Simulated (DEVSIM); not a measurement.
Structure: abrupt Si n-p junction, at 350 K.

```
layer (left to right)  material  thickness (μm)  Nd (cm⁻³)  Na (cm⁻³)  τn (s)  τp (s)
---------------------  --------  --------------  ---------  ---------  ------  ------
1                            Si            1.40       1e17          -    5e-5    5e-5
2                            Si           0.530          -       7e16    5e-5    5e-5
```

Left contact: ohmic. Right contact: ohmic. Voltage is applied to the left contact. Recombination: SRH at mid-gap. Mobility is μmin + (μ − μmin)/(1 + (N/Nref)^α).

The device is made up for the run: typed textbook-type constants, with dimensions and the other settings drawn at random. Values at 300 K; Nc and Nv go as T^1.5, mobilities as T to minus their exponent, the gap by Varshni's rule with the affinity fixed.

```tsv
parameter	Si
gap (eV)	1.124
affinity (eV)	4.05
permittivity	11.7
Nc (cm⁻³)	2.86e19
Nv (cm⁻³)	3.1e19
μn (cm²/Vs)	1417
μp (cm²/Vs)	470
μn,min	52
μp,min	45
Nref,n	9.7e16
Nref,p	2.2e17
αn	0.68
αp	0.72
T exponent of μn	2.3
T exponent of μp	2.2
Varshni α (eV/K)	0.000473
Varshni β (K)	636
```

Simulated with DEVSIM: 1D drift-diffusion, Boltzmann statistics, complete ionisation; no tunnelling, impact ionisation, image-force lowering or self-heating.

The thickness of layer 2 was swept, all else fixed.

```
thickness of layer 2 (μm)  dark forward voltage at 1 A/cm² (V)  dark forward voltage at 100 A/cm² (V)
-------------------------  -----------------------------------  -------------------------------------
0.11                                                     0.417                                  0.566
0.19                                                     0.443                                  0.588
0.32                                                     0.462                                  0.605
0.53                                                     0.478                                  0.621
0.9                                                      0.494                                  0.636
1.6                                                      0.508                                  0.650
2.7                                                      0.520                                  0.664
```

From the first row to the last the dark forward voltage at 1 A/cm² goes from 0.417 to 0.520. From the first row to the last the dark forward voltage at 100 A/cm² goes from 0.566 to 0.664.
